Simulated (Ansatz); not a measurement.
For PtC (model structure, P-6m2, No. 187, 2 atoms in the cell), PBE (Ansatz, an electronic-structure program, plane waves, PAW) gives:

```
Property               Value
-------------------  -------
lattice parameter a  3.019 Å
c axis length        2.874 Å
```

Q: What does r²SCAN+rVV10 in Ansatz (plane waves, PAW) give for the same quantities?

A: 
- lattice constant a: 2.993 Å (drops by 0.9 %)
- lattice parameter c: 2.862 Å (decreases by 0.4 %)

Changes are worked out from the printed values.

Unless a cell is named, each level is at its own relaxed cell (PBE 11.35, r²SCAN+rVV10 11.10 Å³/atom).

Levels without +SOC leave out spin–orbit coupling, which shifts energies and cells of such heavy elements.

Ansatz's density-functional and Hartree–Fock values are scalar-relativistic unless marked +SOC, with PAW data made under PBE.

A model structure was made by putting elements into a prototype or built by hand; it is no filed structure, need not be a known phase, and can be a saddle point held by its symmetry.
